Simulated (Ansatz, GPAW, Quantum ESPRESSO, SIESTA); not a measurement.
Code comparison for CuAu (P4/mmm, 2 atoms in the cell)

Self-consistent single point.

```
CuAu
1.0
    2.78029     0.00000     0.00000
    0.00000     2.78029     0.00000
    0.00000     0.00000     3.49314
Cu Au
1 1
Direct
  0.50000   0.50000   0.50000
  0.00000   0.00000   0.00000
```

All programs got the same cell, k-point mesh and kind of occupations (in Ansatz's words: kpoints.mp_grid.grid = 16 16 12; scf.occupations.method = gaussian; scf.occupations.width = 0.136 eV); potentials, basis and cutoffs are each program's usual ones.

```
code                                                                                                                                model  pressure (GPa)  k-points       cutoff
----------------  -----------------------------------------------------------------------------------------------------------------------  --------------  --------  -----------
Quantum ESPRESSO                                                                           PBE, GBRV 1.5 ultrasoft (PBE) pseudopotentials           19.15       315        50 Ry
Ansatz                                                                                                             PBE, default PAW files           19.66       315       420 eV
GPAW                                                                                         PBE, GPAW PAW datasets PBE (gpaw-data 1.0.1)           22.07       315       800 eV
SIESTA            GGA PBE, numerical atomic orbitals DZP, PseudoDojo PBE standard norm-conserving potentials (rewritten from UPF to PSML)           17.63      1646  grid 350 Ry
```

The spread over the programs that give each value: pressure within 4.44 GPa.

The starting cell comes from a database of computed structures (which also holds hypothetical and non-ambient phases and stackings), without a prior relaxation at this level. Its lattice was rescaled by a random factor within 2.5 % of one. On Ansatz's run: Spin-orbit coupling is off. Spin polarisation is off. In the base run, with a pressure of about 20 GPa the cell is away from its equilibrium volume at this level.

Why do the programs differ, and what cannot be compared?

Differences of this kind can come from the potentials, where these differ, and from what each basis and cutoff leave unconverged. The valence holds different numbers of electrons (Quantum ESPRESSO 30, Ansatz (an electronic-structure program) 38, GPAW 22, SIESTA 38). The zero of total energies and Fermi levels follows the potentials and each program's conventions, so they are not compared here. SIESTA uses small atom-centred bases, whose incompleteness enters pressures, forces and empty levels differently from a plane-wave cutoff. Ansatz's pressure is given at a fixed set of plane waves, as the other plane-wave codes print theirs; with its correction for the finite basis it is 19.76 GPa. The programs reduce the same mesh by symmetry to different extents, which changes the work and not the result. In the pressure, GPAW (by 2.41) and SIESTA (by 2.02) lie more than 1 GPa from the median of the plane-wave programs.

Left out of this page: ABINIT (with a known weakness of the program); Elk and FLEUR (not drawn, or without a comparable value).

Keys are those of Ansatz 0.2.
